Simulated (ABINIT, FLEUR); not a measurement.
A FLEUR input for a self-consistent single point of ScAl (Cmcm, 4 atoms in the cell) (DFT, PBEsol, all-electron FLAPW (FLEUR), scalar-relativistic valence):

Input of the input generator:

```
ScAl crystal
&input film=f /
4.1000896397 -9.9502508640 0.0000000000
4.1000896397 9.9502508640 0.0000000000
0.0000000000 0.0000000000 7.1473731712
1.0
1.0 1.0 1.0

4
21 0.8646800000 0.1353200000 0.2500000000
21 0.1353200000 0.8646800000 0.7500000000
13 0.5845000000 0.4155000000 0.2500000000
13 0.4155000000 0.5845000000 0.7500000000

&comp jspins=1 /
&exco xctyp='PBEs' /
&kpt div1=6 div2=6 div3=6 gamma=t /
&end /
```

```xml
<?xml version="1.0" encoding="UTF-8" standalone="no"?>
<fleurInput fleurInputVersion="0.39">
   <comment>
      ScAl crystal                                                                                        
   </comment>
   <calculationSetup>
      <cutoffs Kmax="3.8" Gmax="15.2" GmaxXC="15.2" numbands="0"/>
      <scfLoop itmax="100" minDistance="0.00001" maxIterBroyd="25" imix="Anderson" alpha="0.05" precondParam="0.0" spinf="2.0"/>
      <coreElectrons ctail="T" frcor="F" kcrel="0" coretail_lmax="0"/>
      <xcFunctional name="PBEs" relativisticCorrections="F"/>
      <magnetism jspins="1"/>
      <soc l_soc="F" theta="0.0" phi="0.0" spav="F"/>
      <expertModes spex="0" secvar="F"/>
      <geometryOptimization l_f="T" forcealpha="1.0" forcemix="BFGS" epsdisp="0.00001" epsforce="0.00001"/>
      <ldaU l_linMix="F" mixParam="0.05" spinf="1.0"/>
   </calculationSetup>
   <cell>
      <bzIntegration valenceElectrons="28.0" mode="hist" fermiSmearingEnergy="0.00367493">
         <kPointListSelection listName="default-1"/>
         <!-- k-points included here -->
         <xi:include xmlns:xi="http://www.w3.org/2001/XInclude" href="kpts.xml"> </xi:include>
      </bzIntegration>
      <!-- symmetry operations included here -->
      <xi:include xmlns:xi="http://www.w3.org/2001/XInclude" href="sym.xml"> </xi:include>
      <bulkLattice scale="1.0">
         <bravaisMatrix>
            <row-1>    4.1000896397000002    -9.9502508639999991     0.0000000000000000</row-1>
            <row-2>    4.1000896397000002     9.9502508639999991     0.0000000000000000</row-2>
            <row-3>    0.0000000000000000     0.0000000000000000     7.1473731711999999</row-3>
         </bravaisMatrix>
      </bulkLattice>
   </cell>
   <atomSpecies>
      <species name="Scandium (Sc)" element="Sc" atomicNumber="21">
         <mtSphere radius="2.68" gridPoints="925" logIncrement="0.013"/>
         <atomicCutoffs lmax="10" lnonsphr="8"/>
         <electronConfig flipSpins="F">
            <coreConfig>(1s1/2) (2s1/2) (2p1/2) (2p3/2)</coreConfig>
            <valenceConfig>(3s1/2) (3p1/2) (3p3/2) (4s1/2) (3d3/2) (3d5/2)</valenceConfig>
            <stateOccupation state="(3d3/2)" spinUp="0.2" spinDown="0.2"/>
            <stateOccupation state="(3d5/2)" spinUp="0.3" spinDown="0.3"/>
         </electronConfig>
         <energyParameters s="4" p="4" d="3" f="4"/>
         <lo type="SCLO" l="0" n="3" eDeriv="0"/>
         <lo type="SCLO" l="1" n="3" eDeriv="0"/>
      </species>
      <species name="Aluminum (Al)" element="Al" atomicNumber="13">
         <mtSphere radius="2.29" gridPoints="791" logIncrement="0.015"/>
         <atomicCutoffs lmax="8" lnonsphr="6"/>
         <electronConfig flipSpins="F">
            <coreConfig>(1s1/2) (2s1/2) (2p1/2) (2p3/2)</coreConfig>
            <valenceConfig>(3s1/2) (3p1/2) (3p3/2)</valenceConfig>
            <stateOccupation state="(3p1/2)" spinUp="0.1666666666667" spinDown="0.1666666666667"/>
            <stateOccupation state="(3p3/2)" spinUp="0.3333333333333" spinDown="0.3333333333333"/>
         </electronConfig>
         <energyParameters s="3" p="3" d="3" f="4"/>
      </species>
   </atomSpecies>
   <atomGroups>
      <atomGroup species="Scandium (Sc)">
         <relPos label="                   1">-.1353200000 .1353200000 1.000/4.000</relPos>
         <relPos label="                   2">.1353200000 -.1353200000 -1.000/4.000</relPos>
         <force calculate="T" relaxXYZ="TTT"/>
      </atomGroup>
      <atomGroup species="Aluminum (Al)">
         <relPos label="                   3">-.4155000000 .4155000000 1.000/4.000</relPos>
         <relPos label="                   4">.4155000000 -.4155000000 -1.000/4.000</relPos>
         <force calculate="T" relaxXYZ="TTT"/>
      </atomGroup>
   </atomGroups>
   <output dos="F" band="F" slice="F">
      <checks vchk="F" cdinf="F"/>
      <bandDOS minEnergy="-.5*Htr" maxEnergy="0.5*Htr" sigma="0.015" storeEVData="T"/>
      <vacuumDOS vacdos="F" integ="F" star="F" nstars="0" locx1="0.0" locy1="0.0" locx2="0.0" locy2="0.0" nstm="0" tworkf="0.0"/>
      <unfoldingBand unfoldBand="F" supercellX="1" supercellY="1" supercellZ="1"/>
      <plotting iplot="0" polar="F">
         <plot TwoD="T" vec1="  1.0  0.0  0.0" vec2="  0.0  1.0  0.0" vec3="  0.0  0.0  1.0" zero="  0.0  0.0  0.0" file="plot"/>
      </plotting>
      <chargeDensitySlicing numkpt="0" minEigenval="0.0" maxEigenval="0.0" nnne="0" pallst="F"/>
      <specialOutput eonly="F"/>
      <magneticCircularDichroism mcd="F" energyLo="-10.0" energyUp="0.0"/>
   </output>
  <!-- We include the file relax.xml here to enable relaxations (see documentation) -->
  <xi:include xmlns:xi="http://www.w3.org/2001/XInclude" href="relax.xml"> <xi:fallback/> </xi:include>
</fleurInput>
```

Problem. Translate this input to ABINIT.

Solution. One input that does it (others would too):

```
# ScAl, JTH v2.0 PBE PAW
pp_dirpath "./"
pseudos "Sc.GGA_PBE-JTH.xml, Al.GGA_PBE-JTH.xml"
acell 10.7618877206 10.7618877206 7.1473731712
rprim
         0.3809823840   -0.9245822966    0.0000000000
         0.3809823840    0.9245822966    0.0000000000
         0.0000000000    0.0000000000    1.0000000000
natom 4
ntypat 2
znucl 21 13
typat 1 1 2 2
xred
         0.8646800000    0.1353200000    0.2500000000
         0.1353200000    0.8646800000    0.7500000000
         0.5845000000    0.4155000000    0.2500000000
         0.4155000000    0.5845000000    0.7500000000
ecut 30
pawecutdg 60
pawxcdev 0
ixc -116133
occopt 3
tsmear 0.1 eV
nband 19
kptopt 1
ngkpt 6 6 6
nshiftk 1
shiftk 0 0 0
nstep 50
tolvrs 1.0e-10
prtwf 0
prtden 0
enunit 1
```

Basis settings and potentials, where a program has them, do not carry over. This input uses DFT, PBEsol, plane waves, PAW (JTH v2.0 PBE PAW, files made for PBE).

The starting cell comes from a database of computed structures (which also holds hypothetical and non-ambient phases and stackings), without a prior relaxation at this level. Its lattice was rescaled by a random factor within 2.5 % of one.
